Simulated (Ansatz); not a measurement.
**CoSi: pressure series**

Consider CoSi (space group P2_13, No. 198; a = 4.383 Å; non-magnetic).

Cell and atoms are relaxed at each pressure.

Calculations: r2SCAN/PAW in Ansatz (a program for electronic structure), no spin-orbit coupling.

Notes on the quantities. enthalpy: H = E + PV relative to the base's energy.

```json
[
 {"variant": "base", "enthalpy": "–", "shortest interatomic distance": "2.292 Å"},
 {"variant": "pressure −2 GPa", "enthalpy": "-0.13 eV/atom", "shortest interatomic distance": "2.299 Å"},
 {"variant": "pressure −1 GPa", "enthalpy": "-0.07 eV/atom", "shortest interatomic distance": "2.296 Å"},
 {"variant": "pressure 3 GPa", "enthalpy": "+0.20 eV/atom", "shortest interatomic distance": "2.286 Å"},
 {"variant": "pressure 7 GPa", "enthalpy": "+0.45 eV/atom", "shortest interatomic distance": "2.276 Å"},
 {"variant": "pressure 15 GPa", "enthalpy": "+0.96 eV/atom", "shortest interatomic distance": "2.259 Å"},
 {"variant": "pressure 30 GPa", "enthalpy": "+1.87 eV/atom", "shortest interatomic distance": "?"},
 {"variant": "pressure 50 GPa", "enthalpy": "+3.03 eV/atom", "shortest interatomic distance": "2.197 Å"},
 {"variant": "pressure 75 GPa", "enthalpy": "+4.42 eV/atom", "shortest interatomic distance": "?"},
 {"variant": "pressure 100 GPa", "enthalpy": "+5.74 eV/atom", "shortest interatomic distance": "2.134 Å"}
]
```

Q: Some entries are withheld; estimate them.

A: 
- pressure 30 GPa, shortest interatomic distance: 2.229 Å
- pressure 75 GPa, shortest interatomic distance: 2.162 Å

Load acts through the strain it causes; cell and atoms are relaxed under it. Whether these cells are dynamically stable was not tested. No other phases were tried under pressure. Starting moments died away, wholly or in part, for the base; another magnetic solution may exist. The final runs are not spin-polarised.
